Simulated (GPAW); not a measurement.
GPAW run on La2O3 (P-3m1, 5 atoms in the cell): self-consistent single point.

Computed with LDA (Perdew-Wang 92), GPAW PAW datasets LDA (gpaw-data 1.0.1) (plane waves; GPAW).

```yaml
crystal:
  lattice:
    - [1.92666, -3.33707, 0.00000]
    - [1.92666, 3.33707, 0.00000]
    - [0.00000, 0.00000, 5.99514]
  atoms:
    - { symbol: La, position: [0.33333, 0.66667, 0.24700] }
    - { symbol: La, position: [0.66667, 0.33333, 0.75300] }
    - { symbol: O, position: [0.00000, 0.00000, 0.00000] }
    - { symbol: O, position: [0.33333, 0.66667, 0.64700] }
    - { symbol: O, position: [0.66667, 0.33333, 0.35300] }
```

Reference input (self-consistent single point, DFT PBE, plane waves, GPAW PAW datasets PBE (gpaw-data 1.0.1)): mode = pw; ecut = 900 eV; xc = PBE; kpts = 7 7 4; mesh shift (steps) = 0 0 0; occupations.name = fermi-dirac; occupations.width = 0.02 eV; nbands = -8; convergence.bands = -6; symmetry.symmorphic = false; symmetry.tolerance = 0.0005; maxiter = 120. This run's input differs from it in these lines:

```diff
@@ -16,3 +16,3 @@
 calc = GPAW(mode={'name': 'pw', 'ecut': 900},
-            xc='PBE',
+            xc='LDA',
             kpts={'size': (7, 7, 4), 'gamma': True},
```

Its files differ too (potentials: GPAW PAW datasets LDA (gpaw-data 1.0.1)).

Output (repeated stretches shortened):

```
     iter     time        total  log10-change:
                         energy   eigst   dens
iter:   1 --:--:--   -50.557941   +0.81
iter:   2 --:--:--   -49.186589   -0.13  -0.89
iter:   3 --:--:--   -45.648086   +0.75  -0.94
iter:   4 --:--:--   -46.086753   +0.16  -1.31
iter:   5 --:--:--   -46.820236   -0.09  -1.35
   [... 7 lines left out ...]
iter:  13 --:--:--   -46.143432   -0.74  -1.56
iter:  14 --:--:--   -46.125277   -0.27  -1.90
iter:  15 --:--:--   -46.146973   -0.83  -2.33
iter:  16 --:--:--   -46.151789   -1.47  -2.45
iter:  17 --:--:--   -46.151366c  -1.78  -2.63
iter:  18 --:--:--   -46.153093c  -2.03  -2.95
   [... lines left out ...]
iter:  28 --:--:--   -46.153744c  -4.66  -4.08c
iter:  29 --:--:--   -46.153740c  -4.86  -3.99
iter:  30 --:--:--   -46.153738c  -4.94  -4.16c
iter:  31 --:--:--   -46.153739c  -5.11  -4.63c
iter:  32 --:--:--   -46.153739c  -5.28  -4.55c
iter:  33 --:--:--   -46.153739c  -5.40  -4.67c
iter:  34 --:--:--   -46.153739c  -5.51  -4.66c
   [... 16 lines left out ...]
iter:  51 --:--:--   -46.153739c  -7.16  -6.56c
iter:  52 --:--:--   -46.153739c  -7.20  -6.61c
iter:  53 --:--:--   -46.153739c  -7.28  -6.94c
iter:  54 --:--:--   -46.153739c  -7.39  -7.00c
iter:  55 --:--:--   -46.153739c  -7.50c -7.09c
Converged after 55 iterations.

Dipole moment: (-0.000000, -0.000000, 0.000000) |e|*Ang

Energy contributions relative to reference atoms: (reference = -467960.970027)

Kinetic:        +68.922416
Potential:      -64.690975
External:        +0.000000
XC:             -49.908366
Entropy (-ST):   -0.000000
Local:           -0.476814
SIC:             +0.000000
--------------------------
Free energy:    -46.153739
Extrapolated:   -46.153739

Showing only first 2 kpts
 Kpt  Band  Eigenvalues  Occupancy
  0    18      7.95288    2.00000
  0    19      8.19616    2.00000
  0    20     12.68890    0.00000
  0    21     13.09080    0.00000

  1    18      8.02144    2.00000
  1    19      8.02146    2.00000
  1    20     12.87025    0.00000
  1    21     13.19252    0.00000

Fermi level: 10.64913

Gap: 3.808 eV
Transition (v -> c):
   [... lines left out ...]
Direct gap: 3.932 eV
   [... lines left out ...]
Energy (eV): -46.153739

Forces in eV/Ang:
  0 La   -0.00000   -0.00000   -0.47689
  1 La    0.00000    0.00000    0.47689
  2 O     0.00000   -0.00000    0.00000
  3 O    -0.00000    0.00000   -0.17575
  4 O    -0.00000   -0.00000    0.17575

Stress tensor:
    -0.021824    -0.000000     0.000000
    -0.000000    -0.021824     0.000000
     0.000000     0.000000    -0.009930
Stress (GPa, Voigt): [-3.4966 -3.4966 -1.591   0.      0.     -0.    ]
```

The run converged in 55 iterations. GPAW prints stress with tension positive. Against the reference run the largest force goes from 0.661 to 0.477 eV/Å and the gap on the mesh goes from 3.935 to 3.808 eV.

At such cutoffs GPAW's stress carries a finite-basis (Pulay) error, which enters relaxed cells too; its log prints stress with tension positive.

The starting cell has typed, rounded lattice constants, without a prior relaxation at this level. Its lattice was rescaled by a random factor within 2.5 % of one.

Cost on one core of a shared machine: roughly 2 min.
